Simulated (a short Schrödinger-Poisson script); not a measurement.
## MOS inversion layer, Si3N4 on p-type Si(100)

System: MOS inversion layer, Si3N4 on p-type Si(100), at 300 K.

```
layer  material  thickness (nm)  Na (cm⁻³)
-----  --------  --------------  ---------
1         Si3N4             4.4          -
2            Si             300       2e18
```

The device is made up for the run: typed textbook-type constants, with dimensions and the other settings drawn at random. Si3N4: permittivity 7.5, conduction-band edge (eV) 1.95, gap (eV) 5.1, electron mass (mₑ) 0.5. Si: permittivity 11.7, conduction-band edge (eV) 0, gap (eV) 1.124, Nv at 300 K (cm⁻³) 3.1e19.

Channel valleys (confinement mass, in-plane density-of-states mass, number): Δ2 0.916, 0.19, 2; Δ4 0.19, 0.417, 4. At the gate the conduction-band edge of layer 1 lies 2.4 eV − eVg above the Fermi level of the channel; the field vanishes at the back. Gaps are held at their typed values at every temperature. Mesh 0.03 nm at interfaces.

Solved with a short Schrödinger-Poisson script written for these runs: 1D Poisson equation in equilibrium, electrons quantum, Hartree (BenDaniel-Duke, 12 states a valley, the channel's in-plane mass for all, wave functions free to enter the dielectric), parabolic valleys, classical holes, full ionisation, no traps, pinning or gate leakage.

| Vg (V) | electrons (cm⁻²) | C (μF/cm²) | Δ2 E0 (meV) | Δ2 E1 (meV) | Δ4 E0 (meV) | Δ4 E1 (meV) |
|---|---|---|---|---|---|---|
| 0.65 | 1.34e6 | 0.357 | 395.1 | 489.7 | 458.1 | 612.2 |
| 0.7 | 5.35e6 | 0.351 | 358.9 | 455.4 | 423.0 | 580.3 |
| 0.75 | 2.17e7 | 0.344 | 322.4 | 420.7 | 387.5 | 547.9 |
| 0.8 | 8.87e7 | 0.339 | 285.8 | 385.7 | 351.7 | 515.2 |
| 0.85 | 3.66e8 | 0.334 | 248.8 | 350.4 | 315.7 | 482.1 |
| 0.9 | 1.52e9 | 0.332 | 211.8 | 314.9 | 279.4 | 448.8 |
| 0.95 | 6.31e9 | 0.344 | 174.8 | 279.5 | 243.3 | 415.5 |
| 1 | 2.51e10 | 0.399 | 138.8 | 245.1 | 208.2 | 383.0 |
| 1.05 | 8.66e10 | 0.549 | 106.5 | 214.3 | 176.6 | 353.8 |
| 1.1 | 2.27e11 | 0.760 | 81.1 | 190.3 | 152.0 | 331.2 |
| 1.15 | 4.50e11 | 0.930 | 62.9 | 173.4 | 134.5 | 315.4 |
| 1.2 | 7.29e11 | 1.04 | 49.7 | 161.5 | 122.0 | 304.3 |
| 1.25 | 1.04e12 | 1.11 | 39.6 | 152.7 | 112.7 | 296.1 |
| 1.3 | 1.38e12 | 1.15 | 31.5 | 145.9 | 105.3 | 289.9 |
| 1.35 | 1.73e12 | 1.18 | 24.8 | 140.4 | 99.2 | 284.9 |
| 1.4 | 2.10e12 | 1.21 | 19.0 | 135.9 | 94.1 | 280.7 |
| 1.45 | 2.47e12 | 1.23 | 13.8 | 132.0 | 89.6 | 277.2 |
| 1.5 | 2.85e12 | 1.24 | 9.2 | 128.6 | 85.7 | 274.2 |
| 1.55 | 3.23e12 | 1.25 | 5.0 | 125.6 | 82.1 | 271.6 |
| 1.6 | 3.62e12 | 1.26 | 1.2 | 123.0 | 78.9 | 269.2 |

Gate voltages with under 1e6 electrons/cm² are left out.

Subbands count from the Fermi level.
